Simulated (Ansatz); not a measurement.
## A computed series for KTaO3: pressure series

Base system: KTaO3 in the cubic perovskite structure (space group Pm-3m, No. 221).

```yaml
crystal:
  lattice:
    - [3.99012, 0.00000, 0.00000]
    - [0.00000, 3.99012, 0.00000]
    - [0.00000, 0.00000, 3.99012]
  atoms:
    - { symbol: K, position: [0.00000, 0.00000, 0.00000] }
    - { symbol: Ta, position: [0.50000, 0.50000, 0.50000] }
    - { symbol: O, position: [0.00000, 0.50000, 0.50000] }
    - { symbol: O, position: [0.50000, 0.50000, 0.00000] }
    - { symbol: O, position: [0.50000, 0.00000, 0.50000] }
```

Cell and atoms are relaxed at each pressure.

The values are results of r2SCAN (Ansatz, a first-principles code), without spin-orbit coupling, not measurements.

```
pressure (GPa)  band gap (eV)
--------------  -------------
-2                       2.60
-1                       2.61
0                        2.63
1.8                      2.65
4.2                      2.68
9                           ?
18                       2.81
```

Q: Fit E_g = E₀ + αP + βP² to the rows shown and predict the withheld row.

A: Least squares on the printed values gives E₀ = 2.63 eV, α = 13.5 meV/GPa, β = -0.18 meV/GPa² (largest residual 0.00 eV); this predicts 2.73 eV, and the run gives 2.73 eV, in agreement.

Spin-orbit coupling, missing from the scalar runs, can matter with Ta. Load acts through the strain it causes; cell and atoms are relaxed under it. Stability against distortions was not tested. Competing high-pressure phases were not computed.
